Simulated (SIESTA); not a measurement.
Band structure of SnO (P4/nmm, 4 atoms in the cell).

```yaml
crystal:
  lattice:
    - [3.82896, 0.00000, 0.00000]
    - [0.00000, 3.82896, 0.00000]
    - [0.00000, 0.00000, 4.90646]
  atoms:
    - { symbol: Sn, position: [0.00000, 0.50000, 0.23537] }
    - { symbol: Sn, position: [0.50000, 0.00000, 0.76463] }
    - { symbol: O, position: [0.50000, 0.50000, 0.00000] }
    - { symbol: O, position: [0.00000, 0.00000, 0.00000] }
```

Level of theory: GGA revPBE, numerical atomic orbitals DZP, PseudoDojo PBE standard norm-conserving potentials (rewritten from UPF to PSML) run with SIESTA 5.4.2.

Settings: XC.functional = GGA; XC.authors = revPBE; potentials = PseudoDojo PBE standard; PAO.BasisSize = DZP; PAO.EnergyShift = 0.01 Ry; MeshCutoff = 300 Ry; kgrid.MonkhorstPack = 9 9 7; OccupationFunction = MP; OccupationMPOrder = 0; ElectronicTemperature = 580.23 K; MaxSCFIterations = 150; SCF.Mixer.Method = Pulay; SCF.Mixer.Weight = 0.25; SCF.Mixer.History = 6.

The starting cell comes from a database of computed structures (which also holds hypothetical and non-ambient phases and stackings), without a prior relaxation at this level. Its lattice was rescaled by a random factor within 2.5 % of one. Values carry the incompleteness of an atom-centred basis.

Problem. Predict the gap along the standard path and the places of the band edges.

Solution. The gap along the path is 0.18 eV, from a point between Γ and X to M; the smallest direct gap on it is 1.95 eV.

Levels in eV from the top of the valence band on the path, bands 17 to 21:
```
point     17     18     19     20    21
-----  -----  -----  -----  -----  ----
Γ      -3.38  -3.08  -3.08  -0.01  1.97
X      -4.74  -4.74  -2.59  -2.59  3.15
M      -2.43  -2.43  -1.82  -1.82  0.18
Z      -3.24  -3.10  -3.10  -2.14  1.67
R      -4.71  -4.71  -1.65  -1.65  2.58
A      -2.56  -2.56  -2.43  -2.43  2.45
```

Higher empty bands are left out: an atom-centred basis made for the valence describes them poorly.
